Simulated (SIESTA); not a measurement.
Band structure of Ti2H4Pd (I4/mmm, 7 atoms in the cell).

```
Ti2H4Pd
1.0
   -1.46944     1.46944     6.60902
    1.46944    -1.46944     6.60902
    1.46944     1.46944    -6.60902
Ti H Pd
2 4 1
Direct
  0.34560   0.34560   0.00000
  0.65440   0.65440   0.00000
  0.86772   0.86772   0.00000
  0.13228   0.13228   0.00000
  0.75000   0.25000   0.50000
  0.25000   0.75000   0.50000
  0.00000   0.00000   0.00000
```

Method: LDA PW92, numerical atomic orbitals DZP, PseudoDojo LDA standard norm-conserving potentials (rewritten from UPF to PSML) (SIESTA).

Settings: XC.functional = LDA; XC.authors = PW92; potentials = PseudoDojo LDA standard; PAO.BasisSize = DZP; PAO.EnergyShift = 0.01 Ry; MeshCutoff = 400 Ry; kgrid.MonkhorstPack = 10 10 10; OccupationFunction = MP; OccupationMPOrder = 0; ElectronicTemperature = 0.05 eV; MaxSCFIterations = 150; SCF.Mixer.Method = Pulay; SCF.Mixer.Weight = 0.25; SCF.Mixer.History = 6.

The starting cell comes from a database of computed structures (which also holds hypothetical and non-ambient phases and stackings), without a prior relaxation at this level. Spin polarisation is off. Values carry the incompleteness of an atom-centred basis.

Levels in eV from the Fermi level, bands 20 to 25:
```
point     20     21     22     23     24    25
-----  -----  -----  -----  -----  -----  ----
Γ      -3.09  -1.90  -0.99  -0.35   0.46  0.84
X      -1.79  -1.16  -0.51   0.19   1.04  1.43
Y      -1.80  -1.22  -0.56   0.22   1.04  1.44
S      -2.86  -1.90  -0.94  -0.78  -0.43  0.38
Z      -3.08  -1.90  -1.59  -1.23   0.52  0.52
S1     -2.86  -1.90  -0.94  -0.78  -0.43  0.38
N      -2.87  -1.70  -1.10  -0.69  -0.46  0.35
P      -1.82  -1.16  -0.23  -0.23   1.24  1.24
Y1     -1.80  -1.22  -0.56   0.22   1.04  1.44
```

Bands cross the Fermi level along this path, so the cell is metallic at this level.

Higher empty bands are left out: an atom-centred basis made for the valence describes them poorly.
